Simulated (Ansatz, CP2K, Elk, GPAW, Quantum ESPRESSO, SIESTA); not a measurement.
In₂Sb (P1, 6 atoms in the cell) computed with different codes at matched settings

Self-consistent single point, at a second geometry (atoms moved at random). First geometry:

```
In2Sb
1.0
    5.37990     0.00000     0.00000
   -2.68995     4.65913     0.00000
    0.00000     0.00000     6.72255
In Sb
4 2
Direct
  0.66667   0.33333   0.25000
  0.33333   0.66667   0.75000
  0.00000   0.00000   0.50000
  0.00000   0.00000   0.00000
  0.66667   0.33333   0.75000
  0.33333   0.66667   0.25000
```

Second geometry:
```
In2Sb
1.0
    5.37990     0.00000     0.00000
   -2.68995     4.65913     0.00000
    0.00000     0.00000     6.72255
In Sb
4 2
Direct
  0.66453   0.31762   0.24080
  0.33355   0.66225   0.74453
  0.99606   0.00154   0.49584
  0.99892   0.01018   0.00985
  0.67784   0.33966   0.75517
  0.32911   0.66874   0.25381
```

Shared settings, as Ansatz (a first-principles code) writes them: kpoints.mp_grid.grid = 5 5 4; scf.occupations.method = fermi_dirac; scf.occupations.width = 0.136 eV. Potentials and cutoffs stand in the table.

| code | model | ΔF from the first geometry (meV/atom) | pressure (GPa) | largest force (eV/Å) | cutoff |
|---|---|---|---|---|---|
| GPAW | LDA (Perdew-Wang 92), GPAW PAW datasets LDA (gpaw-data 1.0.1) | 3.8 | -4.15 | 0.276 | 600 eV |
| Ansatz | LDA (PW92), PAW files made with PBE | 4.0 | -3.89 | 0.283 | default |
| CP2K | LDA (Pade form), GPW, DZVP-MOLOPT-SR-GTH basis, GTH-PADE potentials (GTH_POTENTIALS) | 4.1 | -3.36 | 0.290 | grid 500 Ry |
| Elk | LDA (PW92), all-electron FP-LAPW, Elk's shipped species files, default APW+lo basis | 4.0 | – | – | default |
| Quantum ESPRESSO | LDA (PZ), GBRV 1.5 ultrasoft (LDA) pseudopotentials | 4.0 | -4.59 | 0.284 | 40 Ry |
| SIESTA | LDA PW92, numerical atomic orbitals DZP, PseudoDojo LDA standard norm-conserving potentials (rewritten from UPF to PSML) | 6.1 | -3.86 | 0.368 | grid 300 Ry |

Size of the force on each atom (eV/Å): Sizes of forces hide their directions.

```
code                In1    In2    In3    In4    Sb5    Sb6
----------------  -----  -----  -----  -----  -----  -----
GPAW              0.276  0.120  0.112  0.165  0.139  0.200
Ansatz            0.283  0.122  0.118  0.172  0.141  0.203
CP2K              0.290  0.126  0.120  0.174  0.145  0.208
Quantum ESPRESSO  0.284  0.123  0.118  0.172  0.141  0.204
SIESTA            0.368  0.149  0.183  0.254  0.164  0.237
```

A dash marks a value that a program does not give, or that is left out as unsure.

No clean gap comes from GPAW, Ansatz, CP2K, Elk, Quantum ESPRESSO and SIESTA: levels at the Fermi energy touch, overlap or are partly filled at this smearing.

On Ansatz's run: spin-orbit coupling is off.

The spread over the programs that give each value: ΔF from the first geometry within 2.3 meV/atom; pressure within 1.23 GPa; largest force within 0.092 eV/Å.

CP2K and SIESTA use small atom-centred bases, whose incompleteness enters pressures, forces and empty levels differently from a plane-wave cutoff. Elk treats all electrons, but the usual bases taken here (sphere radii, linearisation, local orbitals, empty states) were not tested for convergence, so the values are no reference for the others. Ansatz's pressure is given at a fixed set of plane waves, as the other plane-wave codes print theirs. The same LDA comes in different parametrisations, which differ slightly. In the force vectors, SIESTA (by 0.092) lies more than 0.08 eV/Å from the median of the plane-wave programs.

The starting cell comes from a database of computed structures (which also holds hypothetical and non-ambient phases and stackings), without a prior relaxation at this level. For this run, on top of that: atoms moved at random.

Keys are those of Ansatz 0.2.
